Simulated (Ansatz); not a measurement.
Results of r²SCAN (PAW; Ansatz, a first-principles code) for AlPd (model structure, Fm-3m, No. 225, 2 atoms in the cell).

Numerical settings: plane-wave cutoff 560 eV, 20×20×20 k mesh, Fermi–Dirac smearing 0.05 eV, scalar-relativistic PAW data made under PBE.

Cell (relaxed at this level):

Space group Fm-3m (No. 225); a = b = c = 5.0883 Å, α = β = γ = 90.00°

```tsv
atom	site	symmetry	x	y	z
Pd	4a	m-3m	0.0000	0.0000	0.0000
Al	4b	m-3m	0.5000	0.5000	0.5000
```
(The calculation used a cell of 2 atoms; values per cell refer to that cell.)

**Question.** Estimate the bulk modulus that the calculation returns.

**Answer.** 
* **bulk modulus**: 119 GPa

The run finds no gap.

Note: the bulk modulus is −V dP/dV from two relaxed cells at ±2 % in volume; the relaxation could raise the start's symmetry but not lower it, so the cell can be a saddle point.

The computed numbers hold no vibrational or temperature effects.

Computing time: roughly 2.1 core-minutes.

A model structure was made by putting elements into a prototype or built by hand; it is no filed structure, need not be a known phase, and can be a saddle point held by its symmetry.
